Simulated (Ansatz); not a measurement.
Base system: Sc in the hcp (Mg type) structure (space group P6_3/mmc, No. 194; relaxed with 0.1 eV smearing).

```
Sc
1.0
    3.27535     0.00000     0.00000
   -1.63768     2.83654     0.00000
    0.00000     0.00000     5.10512
Sc
2
Direct
  0.66667   0.33333   0.25000
  0.33333   0.66667   0.75000
```

Cartesian axes are those of the cell as printed.

Level of theory: Kohn–Sham DFT with the PBEsol functional, run in Ansatz (a program for electronic structure) with PAW and 420 eV plane waves, no spin-orbit coupling.

For the base:

```
Item        Value
--------  -------
Pressure  0.0 GPa
Band gap     zero
```

The change: tensile biaxial strain of 1.00 % in the plane normal to [001], as in epitaxy on a mismatched substrate; the out-of-plane cell vector and the atoms relax.

**Question.** What happens to the pressure?

**Answer.** The pressure (mean of the normal stresses, compression positive) goes from zero to -0.8 GPa.

**Question.** What does the calculation give for the out-of-plane strain after the change?

**Answer.** The out-of-plane strain amounts to -0.56 %.

**Question.** What does the calculation give for the band gap after the change?

**Answer.** The band gap is still zero.

Stability against distortions was not tested. The final runs are not spin-polarised.
